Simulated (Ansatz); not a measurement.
**hypothetical P4_2/mnm BAs with two functionals, pressure 3 GPa**

The parent structure is BAs (space group P4_2/mnm, No. 136; a = 5.889 Å, c = 3.389 Å; a hypothetical phase, not in the database extracts checked).

(Cell as relaxed with PBE.)

Levels (all Ansatz, an electronic-structure program, PAW): PBE (420 eV, scalar-relativistic without spin-orbit coupling); PBEsol (420 eV, scalar-relativistic without spin-orbit coupling).

Each level relaxes its own structure.

```
base                         PBE       PBEsol
-------------------  -----------  -----------
volume per atom         14.69 Å³     14.32 Å³
lattice parameter a  11.129 bohr  11.031 bohr
band gap                 0.80 eV      0.61 eV
```

Now apply this change: a hydrostatic pressure of 3 GPa.

| quantity | PBE | PBEsol |
|---|---|---|
| band gap | 0.73 eV | … |
| smallest direct gap | 1.15 eV | … |
| lattice parameter a | 11.036 bohr | … |

Q: Given the PBE results, estimate those of PBEsol.

A: 
- band gap, PBEsol: 0.54 eV
- smallest direct gap, PBEsol: 1.05 eV
- lattice parameter a, PBEsol: 10.944 bohr

PBE's band gap lies 0.19 eV above PBEsol's; PBE's smallest direct gap lies 0.10 eV above PBEsol's; PBE's lattice parameter a lies 0.092 bohr above PBEsol's (0.8 %). Neither level is exact; PBEsol is the comparison here, not a measurement.

Load acts through the strain it causes; cell and atoms are relaxed under it. No phonon test of stability was made.
